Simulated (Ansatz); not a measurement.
# alpha quartz: the defect Ge on the Si site (Ge_Si)

Method: PBE, PAW (plane waves to 420 eV; Ansatz, an electronic-structure program). The supercell holds 243 host sites (3×3×3 repeats of a cell of 9 atoms), with a Γ-point k-point sampling for the final energies. Site at the start: the Si site. Finite-size correction: monopole term and site-potential alignment. Dielectric constants: PBE linear response of the host. Host gap at this level: 5.68 eV. Finite-size and sampling errors can reach tenths of an eV here. Levels are measured in PBE's own, too narrow, gap. Spin–orbit coupling is left out. Each state is the lowest found from its start.

Charges with a result: +1, 0, −1. Others weren't obtained, and one of them could lie lower, also by skipping a charge.

| charge | moment (μB) | point group | largest move off a lattice site (Å) | image correction with alignment (eV) |
|---|---|---|---|---|
| +1* | quenched | – | 0.19 | – |
| 0 | not spin-polarised | C2 | 0.20 | 0.00 |
| −1 | 1.0 | C2 | 0.65 | 0.25 |

* At this level the carrier isn't localised at the defect: at charge +1 holes occupy the valence band. Such a state is shallow or no state of the defect, and this cell gives it no level.

Point groups are those of the whole cell at tolerances of 0.03 and 0.1 Å ("near" where only the looser one holds); none is given for unsettled states.

Starting moments that weren't kept: charge +1 began with 1 μB and ended with 0.0.

No other site or start that was run ended lower by more than 0.1 eV.

Transition levels above the valence-band maximum: ε(0/−1) = 5.44 eV. On the lower envelope of the bound states, inside the gap: (0/−1) at 5.44 eV.

Flagged in the runs: a host whose relaxation on this sampling wasn't shown to rest, a strain field that reaches the edge of the cell, zone-centre sampling.
